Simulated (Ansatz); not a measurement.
TiAl3 (I4/mmm, No. 139) was calculated with PBE-D3(BJ) (Ansatz, an electronic-structure program, plane waves, PAW).

Settings: plane-wave cutoff 520 eV, 20×20×20 k mesh, Fermi–Dirac smearing 0.05 eV, no spin polarisation, scalar-relativistic PAW data made under PBE.

Shape and atoms are relaxed at each volume.

Pressure at four volumes; x = ln(V/15.292 Å³). One pressure is withheld.

| V (Å³/atom) | x | P (GPa) |
|---|---|---|
| 14.680 | -0.0408 | ? |
| 14.986 | -0.0202 | 2.41 |
| 15.292 | 0.0000 | -0.01 |
| 15.904 | 0.0392 | -4.17 |

Problem. Pass a parabola P(x) through the three rows shown, estimate the bulk modulus and its pressure derivative near zero pressure, and predict the withheld pressure.

Solution. Slopes between the rows: (-0.01 − (2.41))/(0.0000 − (-0.0202)) = -119.80 and (-4.17 − (-0.01))/(0.0392 − (0.0000)) = -106.12 GPa. Their difference over the span 0.0594 is c = 13.68/0.0594 = 230.3 GPa, so P(x) = 2.41 + (-119.80)(x − (-0.0202)) + 230.3 (x − (-0.0202))(x − (0.0000)). At the middle row B = −dP/dx = −[-119.80 + 230.3 × 0.0202] = 115.1 GPa, and B′ = dB/dP = 2c/B = 4.0. At x = -0.0408 the parabola gives 5.07 GPa; the run gives 5.08 GPa. The Birch–Murnaghan fit to the energies at all volumes has B0 = 115 GPa and B′ = 4.1.
